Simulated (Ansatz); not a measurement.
**PtSe2: stress against strain**

PtSe2 (1T layered, P-3m1, 19.804 Å³/atom at rest, c along z) under a strain ε along c (axis z), the other axes held. PBE-D3(BJ) in Ansatz, a plane-wave DFT program (PAW, default set), 420 eV, 18×18×12 Γ-centred mesh, Fermi-Dirac smearing 0.10 eV; ions are relaxed within the symmetry of each cell. Stress is positive for a compressed cell.

Here s stands for strain and y for stress zz.

| strain (%) | stress zz (GPa) |
|---|---|
| -1.50 | 1.03 |
| -1.00 | 0.66 |
| -0.50 | 0.32 |
| 0.00 | 0.00 |
| 0.50 | -0.30 |
| 1.00 | -0.58 |
| 1.50 | -0.84 |
| 3.00 | ? |

Taking a straight line for y over the 7 complete rows: Means: s 0, y 0.041. About the means, the sum of products is -4.3550 and the sum of squares of s is 7.0000; the slope is their ratio. Least squares gives y = 0.041 - 0.6221·s. Residuals (row less fit): 0.056, -0.003, -0.032, -0.041, -0.030, 0.001, 0.052; standard error 0.043 (degrees of freedom: 5). The slope gives the elastic constant C33 = 62 ± 1.6 GPa.

Question: What does the fit predict for y at s = 3.00, and how far is the calculated value from it?

Answer: y = 0.041 - 0.6221 × 3.0 = -1.825 GPa. The calculation gives -1.49 GPa, 0.335 GPa above the prediction (13.3 % of the range of y in the table). The row lies outside the fitted rows, so this is an extrapolation. From the scatter of the fitted rows alone, a prediction at this place has a standard error of 0.068 GPa, so the miss is 4.9 times that.

One order more, fitted to all 13 runs of the series, follows each within 0.01, so the miss is the next term of a smooth law. This level leaves no gap over 0.05 eV at strain -1.50, -1.00, -0.50, 0.00, 0.50, 1.00, 1.50, 3.00, where the mesh may be coarse. Rows are the converged runs of the series near zero and its far end; series whose fitted rows scatter by over a few per cent of the range, as at a crossing or softening among them, aren't shown in this form. Most that stay on the fit to the last digits aren't either.
